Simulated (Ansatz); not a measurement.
# MnPt3 (Pm-3m, No. 221, 4 atoms in the cell; start mp-1180)

Calculation: LDA in Ansatz (plane waves, PAW).

Settings: plane-wave cutoff 520 eV, 14×14×14 k mesh, Fermi–Dirac smearing 0.05 eV, spin-polarised start, scalar-relativistic PAW data made under PBE.

Cell (relaxed at this level):

```cif
data_MnPt3
_chemical_formula_sum 'Mn1 Pt3'
_space_group_name_H-M_alt 'P 1'
_space_group_IT_number 1
_cell_length_a 3.84187
_cell_length_b 3.84187
_cell_length_c 3.84187
_cell_angle_alpha 90.000
_cell_angle_beta 90.000
_cell_angle_gamma 90.000
loop_
_space_group_symop_operation_xyz
  'x, y, z'
loop_
_atom_site_label
_atom_site_type_symbol
_atom_site_fract_x
_atom_site_fract_y
_atom_site_fract_z
_atom_site_occupancy
Mn1 Mn 0.00000 0.00000 0.00000 1
Pt1 Pt 0.00000 0.50000 0.50000 1
Pt2 Pt 0.50000 0.00000 0.50000 1
Pt3 Pt 0.50000 0.50000 0.00000 1
```

* **band gap**: zero (no gap)
* **bulk modulus B0**: 272 GPa

Note: the magnetic order was assumed, not searched for or taken from measurement; the relaxation could not lower the start's symmetry, so the cell can be a saddle point above a distorted one; the bulk modulus is −V dP/dV from two relaxed cells at ±2 % in volume.

Spin–orbit coupling is not included.

It cost around 5 core-minutes (rough) of CPU time.

A start named mp-… is a Materials Project structure, which need not be a measured phase.

Ansatz is a first-principles code.
